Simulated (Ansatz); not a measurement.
# A constructed model of the (110) surface of bcc Ta, a layer of Sn in place of the third plane (bottom of the slab: a bare face, its two planes held)

All values below come from PBE (plane waves to 420 eV, PAW; Ansatz, a program for electronic structure).

Set-up: 6 atoms, 11.4 Å thick at the start; mesh 14x14x1; 0.1 eV smearing; dipole correction on; 2 atoms held, the rest relaxed; symmetry of the start imposed; no spin, no spin-orbit, no U. In PBE it is, or lies within 0.01 eV a 1x1 cell of, the lowest of the 2 structures of its composition computed so far; larger cells were not tried.

| Property | Value |
|---|---|
| work function of the top face | 4.88 eV |
| energy released by relaxation | 0.44 eV |
| cost | very roughly 6 core-minutes |
